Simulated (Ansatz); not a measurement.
Worked calculations on one periodic cell of amorphous Si₃₀N₄₁Lu: Si30N41Lu, 72 atoms, volume 816.1 Å³, made by a melt-quench on the CHGNet potential and relaxed with DFT. N atoms were pushed apart under 1.9 Å during the dynamics, to hinder bonds among them. It is a model cell: composition and starting density were chosen by hand, and all elements were melted together. Cycles of charging were run to anneal it. Level of theory: PBE, scalar-relativistic without spin-orbit coupling (plane waves to 420 eV, PAW; Ansatz, a quantum-chemistry and plane-wave program). Sampling: a 2×2×2 Γ-centred mesh; Fermi-Dirac width 0.02 eV; no spin polarisation. Its volume was held where the quench left it, its shape was free, and it stands at a mean pressure of 1.3 GPa with stress components up to 3.6 GPa; the relaxation ran on the zone centre alone. Its density went from a set 3.24 to 3.24 g/cm³. The cell is small and was quenched far faster than a real film, so it is one sample of the glass.

Four energies for an added electron at PBE on the zone centre alone (charged cells in a uniform background, spin-polarised): neutral at the neutral geometry -49607.585 eV; charged at the neutral geometry -49597.369 eV; charged and relaxed -49597.891 eV; neutral at the charged geometry -49606.527 eV.

### Question
Find the two relaxation energies and their sum, the reorganisation energy.

### Answer
On charging: -49597.369 − (-49597.891) = 0.522 eV. On discharging: -49606.527 − (-49607.585) = 1.058 eV. The sum is 1.580 eV. The carrier's level spreads over 5 of the 72 atoms' worth, so it counts as localised, most on one Si atom with neighbours N 1.74 Å, N 1.81 Å, N 1.84 Å, N 1.98 Å (neutral geometry). The values are uncorrected: the image energy of a point charge in this cell, 2.84 × 14.40 / (2 × 9.3) = 2.2 eV before screening, is screened by electrons alone at the fixed geometry and by ions too after relaxing, and the carrier can be spread before it relaxes, so each term can be off by up to that value times 1/ε∞, some tenths of an eV. PBE's self-interaction favours spread-out carriers, so a hybrid can localise more.

Four energies for a hole at PBE on the zone centre alone (charged cells in a uniform background, spin-polarised): neutral at the neutral geometry -49607.585 eV; charged at the neutral geometry -49614.946 eV; charged and relaxed -49615.067 eV; neutral at the charged geometry -49607.305 eV.

### Question
Find the two relaxation energies and their sum, the reorganisation energy.

### Answer
On charging: -49614.946 − (-49615.067) = 0.121 eV. On discharging: -49607.305 − (-49607.585) = 0.280 eV. The sum is 0.401 eV. The carrier's level spreads over 4 of the 72 atoms' worth, so it counts as localised, most on one N atom with neighbours Si 1.65 Å, Si 1.66 Å (neutral geometry). The values are uncorrected: the image energy of a point charge in this cell, 2.84 × 14.40 / (2 × 9.3) = 2.2 eV before screening, is screened by electrons alone at the fixed geometry and by ions too after relaxing, and the carrier can be spread before it relaxes, so each term can be off by up to that value times 1/ε∞, some tenths of an eV. PBE's self-interaction favours spread-out carriers, so a hybrid can localise more.
